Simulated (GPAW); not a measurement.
## A self-consistent single point of Ru (P6_3/mmc, 2 atoms in the cell) with GPAW

Computed with PBE, real-space grid, GPAW PAW datasets PBE (gpaw-data 1.0.1) (GPAW 25.7.0).

The input file:

```python
from ase import Atoms
from gpaw import GPAW, FermiDirac

atoms = Atoms(['Ru', 'Ru'],
              cell=[[2.646362, 0.000000, 0.000000],
                    [-1.323181, 2.291817, 0.000000],
                    [0.000000, 0.000000, 4.171214]],
              scaled_positions=[[0.333333, 0.666667, 0.250000],
                                [0.666667, 0.333333, 0.750000]],
              pbc=True)

calc = GPAW(mode='fd',
            h=0.18,
            xc='PBE',
            kpts={'size': (10, 10, 6), 'gamma': True},
            occupations=FermiDirac(0.1),
            nbands=-8,
            convergence={'density': 1e-05, 'energy': 1e-05},
            symmetry={'symmorphic': False, 'tolerance': 0.0005},
            maxiter=150,
            txt='-')

atoms.calc = calc

energy = atoms.get_potential_energy()
print('Energy (eV):', round(energy, 6))
forces = atoms.get_forces()
print('Forces (eV/Ang):')
print(forces.round(5))
```

The program printed (abridged):

```
Input parameters:
  convergence: {density: 1e-05,
                energy: 1e-05}
  h: 0.18
  kpts: {gamma: True,
         size: (10, 10, 6)}
  maxiter: 150
  mode: fd
  nbands: -8
  occupations: {fixmagmom: False,
                name: fermi-dirac,
                width: 0.1}
  symmetry: {symmorphic: False,
             tolerance: 0.0005}
  xc: PBE

species:
  Ru:
    name: Ruthenium
    Z: 44.0
    valence: 16
    core: 28
    charge: 0.0
    file: Ru.PBE.gz

    # Using partial waves for Ru as LCAO basis

Reference energy: -246490.249966  # eV

Spin-paired calculation

Convergence criteria:
 Maximum [total energy] change in last 3 cyles: 1e-05 eV / valence electron
 Maximum integral of absolute [dens]ity change: 1e-05 electrons / valence electron
 Maximum integral of absolute [eigenst]ate change: 4e-08 eV^2 / valence electron
 Maximum number of scf [iter]ations: 150

Symmetries present (total): 24
Symmetries with fractional translations: 12
600 k-points: 10 x 10 x 6 Monkhorst-Pack grid + [1/20,1/20,1/12]
56 k-points in the irreducible part of the Brillouin zone
       k-points in crystal coordinates                weights
   0:     0.00000000    0.00000000    0.00000000          1/600
   1:     0.00000000    0.00000000    0.16666667          2/600
   2:     0.00000000    0.00000000    0.33333333          2/600
   [... 7 lines left out ...]
          ...
  55:     0.50000000    0.50000000    0.50000000          3/600

Wave functions: Uniform real-space grid
  Kinetic energy operator: 8*3+1=25 point O(h^6) finite-difference Laplacian

Occupation numbers: Fermi-Dirac:
  width: 0.1000  # eV

Eigensolver

Densities:
  Coarse grid: 12*12*24 grid
  Fine grid: 24*24*48 grid
  Total Charge: 0.000000

Density mixing:
  Method: separate
  Backend: pulay
  Linear mixing parameter: 0.05
  old densities: 5
  Damping of long wavelength oscillations: 50

Hamiltonian:
  XC and Coulomb potentials evaluated on a 24*24*48 grid
  Interpolation: tri-quintic (5. degree polynomial)
  Poisson solver: FastPoissonSolver using
    Stencil: 8*3+1=25 point O(h^6) finite-difference Laplacian
    FFT axes: [np.int64(0), np.int64(1), np.int64(2)]
    FST axes: []

XC parameters: PBE with 2 nearest neighbor stencil

Number of atoms: 2
Number of atomic orbitals: 26
Number of bands in calculation: 24
Number of valence electrons: 32
Bands to converge: occupied

Density initialized from atomic densities
  24 bands from LCAO basis set

Atomic positions and initial magnetic moments

Positions:
   0 Ru    -0.000001    1.527879    1.042803    ( 0.0000,  0.0000,  0.0000)
   1 Ru     1.323182    0.763938    3.128411    ( 0.0000,  0.0000,  0.0000)

Unit cell:
           periodic     x           y           z      points  spacing
  1. axis:    yes    2.646362    0.000000    0.000000    12     0.1910
  2. axis:    yes   -1.323181    2.291817    0.000000    12     0.1910
  3. axis:    yes    0.000000    0.000000    4.171214    24     0.1738

  Lengths:   2.646362   2.646362   4.171214
  Angles:   90.000000  90.000000 119.999997

Effective grid spacing dv^(1/3) = 0.1942

     iter     time        total  log10-change:
                         energy   eigst   dens
iter:   1 --:--:--   -20.164810
iter:   2 --:--:--   -20.024885   -0.43  -1.34
iter:   3 --:--:--   -21.989321   +0.27  -1.35
iter:   4 --:--:--   -18.826081   -0.56  -1.24
iter:   5 --:--:--   -19.078710   -2.13  -2.03
iter:   6 --:--:--   -18.800357   -1.04  -1.74
iter:   7 --:--:--   -18.794428   -2.48  -2.62
iter:   8 --:--:--   -18.800199   -2.85  -2.86
iter:   9 --:--:--   -18.793632   -3.39  -2.58
iter:  10 --:--:--   -18.792166   -3.35  -2.93
iter:  11 --:--:--   -18.792221   -4.91  -4.18
iter:  12 --:--:--   -18.792181c  -4.70  -3.94
iter:  13 --:--:--   -18.792191c  -5.29  -3.82
iter:  14 --:--:--   -18.792235c  -4.63  -3.67
iter:  15 --:--:--   -18.792187c  -5.76  -3.89
iter:  16 --:--:--   -18.792188c  -7.50c -5.08c

Converged after 16 iterations.

Dipole moment: (0.308396, 0.534157, 0.445360) |e|*Ang

Energy contributions relative to reference atoms: (reference = -246490.249966)

Kinetic:        +11.493555
Potential:      -15.857714
External:        +0.000000
XC:             -14.018976
Entropy (-ST):   -0.057311
Local:           -0.380398
SIC:             +0.000000
--------------------------
Free energy:    -18.820844
Extrapolated:   -18.792188

Showing only first 2 kpts
 Kpt  Band  Eigenvalues  Occupancy
  0    14     12.68709    2.00000
  0    15     13.23466    2.00000
  0    16     13.23586    2.00000
  0    17     16.10570    0.00000

  1    14     12.48846    2.00000
  1    15     13.67826    1.99998
  1    16     13.67931    1.99998
  1    17     15.28084    0.01876

Fermi level: 14.81484

No gap
No difference between direct/indirect transitions
Energy (eV): -18.792188

Forces in eV/Ang:
  0 Ru    0.00000    0.00000   -0.00000
  1 Ru    0.00000   -0.00000    0.00000
```

The run converged in 16 iterations.

The starting cell comes from a database of computed structures (which also holds hypothetical and non-ambient phases and stackings), without a prior relaxation at this level. Its lattice was rescaled by a random factor within 2.5 % of one. Spin polarisation is off.

Cost on one core of a shared machine: roughly 60 s.
